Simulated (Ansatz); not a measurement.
Results of PBE0 (Ansatz, a quantum-chemistry and plane-wave program, PAW) for SiC3 (model structure, P-4m2, No. 115, 4 atoms in the cell).

Numerical settings: plane-wave cutoff 460 eV, 10×10×6 k mesh (along the axes of the cell as run), Fermi–Dirac smearing 0.01 eV, scalar-relativistic PAW data made under PBE.

The cell is the one relaxed with PBEsol. Conventional cell: a = 2.7830 Å, b = 2.7830 Å, c = 4.0969 Å, α = 90.00°, β = 90.00°, γ = 90.00°.

```xyz
4
Lattice="2.7830 0.0000 0.0000 0.0000 2.7830 0.0000 0.0000 0.0000 4.0969" Properties=species:S:1:pos:R:3 pbc="T T T"
C      0.0000     0.0000     0.0000
C      0.0000     1.3915     3.2341
Si     1.3915     1.3915     2.0485
C      1.3915     0.0000     0.8628
```

Task: List the 10 lowest band energies at Γ above −25 eV (eV, relative to the valence band maximum), grouping those that round alike.

Result: At Γ: -20.78, -13.55, -12.07, -6.05 (×2), -0.71, 0.00 (×2), 3.52, 4.71.

Note: the run warned that its exchange threshold was loose for the stress; the relaxation could raise the start's symmetry but not lower it, so the cell can be a saddle point; cell and atoms aren't relaxed at this level (largest force component 0.20 eV/Å, pressure -1.8 GPa).

A model structure was made by putting elements into a prototype or built by hand; it is no filed structure, need not be a known phase, and can be a saddle point held by its symmetry.
